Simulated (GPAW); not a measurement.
## Short convergence ladders for NbAs (Imm2, 4 atoms in the cell)

```
NbAs
1.0
   -1.74194     1.74194     5.93455
    1.74194    -1.74194     5.93455
    1.74194     1.74194    -5.93455
Nb As
2 2
Cartesian
  0.00000   0.00000   8.94851
  1.74194   0.00000   5.93123
  0.00000   0.00000   1.98546
  0.00000   1.74194   4.95274
```

Base method: PBEsol, GPAW PAW datasets PBEsol (made by gpaw-setup) (plane waves; GPAW).

Base settings: mode = pw; ecut = 550 eV; xc = PBEsol; kpts = 5 5 5; mesh shift (steps) = 0 0 0; occupations.name = methfessel-paxton; occupations.width = 0.1 eV; occupations.order = 0; nbands = -8; convergence.forces = 0.001 eV/Å.

The count of work is k-points × plane waves × bands × iterations; it is no time. 

**The plane-wave cutoff**

The mesh stays at the base's, so the ladder's end is converged at best in this setting alone.

Only quantities that move along the ladder and can be compared are tabulated.

| ecut | free energy less the last step's (meV/atom) | pressure (GPa) | largest difference of a force vector from the last step's (eV/Å) | count of work / last |
|---|---|---|---|---|
| 190 eV | 287.79 | -12.08 | 0.011 | 0.12 |
| 220 eV | 184.10 | -11.28 | 0.008 | 0.21 |
| 250 eV | 111.11 | -10.49 | 0.007 | 0.22 |
| 300 eV | 45.04 | -9.12 | 0.001 | 0.28 |
| 385 eV | 9.74 | -7.92 | 0.001 | 0.38 |
| 495 eV | 2.34 | -7.64 | 0.001 | 0.62 |
| 550 eV | 1.20 | -7.61 | 0.000 | 0.61 |
| 660 eV | 0.22 | -7.58 | 0.000 | 0.77 |
| 740 eV | 0.00 | -7.57 | 0.000 | 1.0 |

Coarsest ecut that holds the free energy within 2 meV/atom of the last step, with all finer ones: 550 eV; the step before is off by 2.3 meV/atom.

Coarsest ecut that holds the forces within 0.005 eV/Å of the last step, with all finer ones: 300 eV, at 0.28 of the last step's count of work; the step before is off by 0.007 eV/Å.

Coarsest ecut that holds the pressure within 0.5 GPa of the last step, with all finer ones: 385 eV, at 0.38 of the last step's count of work; the step before is off by 1.6 GPa.

At the lowest cutoff the pressure lies 4.5 GPa under the last step's, the usual sign of Pulay stress in an incomplete plane-wave basis.

**The relaxed cell against the cutoff**

On NbAs (I4_1md, 4 atoms in the cell): atoms on their sites.

In this ladder: convergence.density = 1e-05 e/electron; optimizer = BFGS; fmax = 0.02 eV/Å.

The mesh stays at the base's, so the ladder's end is converged at best in this setting alone.

Only quantities that move along the ladder and can be compared are tabulated.

```tsv
ecut	relaxed volume (Å³/atom)	relaxation steps
275 eV	16.950	5
330 eV	17.067	5
470 eV	17.160	5
660 eV	17.173	5
```

Coarsest ecut that holds the relaxed volume within 0.034 Å³/atom of the last step, with all finer ones: 470 eV; the step before is off by 0.11 Å³/atom.

At the lowest cutoff the cell relaxes to a volume 1.3 % smaller than at the highest.

On the base run: the starting cell comes from a database of computed structures (which also holds hypothetical and non-ambient phases and stackings), without a prior relaxation at this level. Its lattice was rescaled by up to half a per cent. One atom was moved a little off its site on purpose. Spin polarisation is off. Without a gap this mesh is coarse (it stands for a supercell whose shortest vector is 17 Å).
